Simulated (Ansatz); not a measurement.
MoSeS (P-3m1, No. 164, 6 atoms in the cell; start mp-1221404) was calculated with PBEsol (plane waves, PAW; Ansatz, a program for electronic structure).

Run with plane-wave cutoff 520 eV, 12×12×4 k mesh (along the axes of the cell as run), Fermi–Dirac smearing 0.01 eV, no spin polarisation, scalar-relativistic PAW data made under PBE.

Cell (relaxed at this level):

```cif
data_Mo2S2Se2
_chemical_formula_sum 'Mo2 Se2 S2'
_space_group_name_H-M_alt 'P 1'
_space_group_IT_number 1
_cell_length_a 3.20585
_cell_length_b 3.20585
_cell_length_c 13.28927
_cell_angle_alpha 90.000
_cell_angle_beta 90.000
_cell_angle_gamma 120.000
loop_
_space_group_symop_operation_xyz
  'x, y, z'
loop_
_atom_site_label
_atom_site_type_symbol
_atom_site_fract_x
_atom_site_fract_y
_atom_site_fract_z
_atom_site_occupancy
Mo1 Mo 0.00000 0.00000 0.26281 1
Mo2 Mo 0.00000 0.00000 0.73719 1
Se1 Se 0.66667 0.33333 0.86492 1
Se2 Se 0.33333 0.66667 0.13508 1
S1 S 0.33333 0.66667 0.37746 1
S2 S 0.66667 0.33333 0.62254 1
```

Give the computed band gap and Γ–Γ gap.


band gap: 0.91 eV (on the SCF k mesh)
Γ–Γ gap: 2.35 eV

Note: the relaxation could not lower the start's symmetry, so the cell can be a saddle point above a distorted one; the cell has widely spaced layers and the level no dispersion term, so their spacing and the moduli can rest on weak binding.

Spin–orbit coupling is not included.

Computed values are for the static lattice.

A start named mp-… is a Materials Project structure, which need not be a measured phase.
